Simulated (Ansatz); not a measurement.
The parent structure is HgS in the zinc blende structure (space group F-43m, No. 216; a = 5.876 Å). Axes: x, y, z lie along the cube axes.

Computed with DFT with PBEsol, PAW potentials and a 420 eV plane-wave cutoff in Ansatz (an electronic-structure program), scalar-relativistic without spin-orbit coupling.

Strains are applied to the cell and any free atomic positions relax.

One change was made to it. Results:

The pressure (mean of the normal stresses, compression positive) goes from zero to 0.9 GPa; the energy rises by 1.3 meV/atom; the shortest interatomic distance falls by 0.0127 Å, from 2.544 Å to 2.532 Å.

**Question.** Name the change that was made.
(A) uniaxial strain ε_zz = −3.00 %
(B) uniaxial strain ε_zz = +0.50 %
(C) uniaxial strain ε_zz = −1.50 %

**Answer.** C, uniaxial strain ε_zz = −1.50 %. For comparison, the pressure in the other runs: uniaxial strain ε_zz = +0.50 % gives -0.3 GPa; uniaxial strain ε_zz = −3.00 % gives 2.0 GPa.

A case with no gap was solved on a k-mesh chosen for an insulator, which is coarse for it. Stability against distortions was not tested. All final runs are without spin polarisation. Gaps under 0.05 eV, about the width of the smearing, are given as zero.
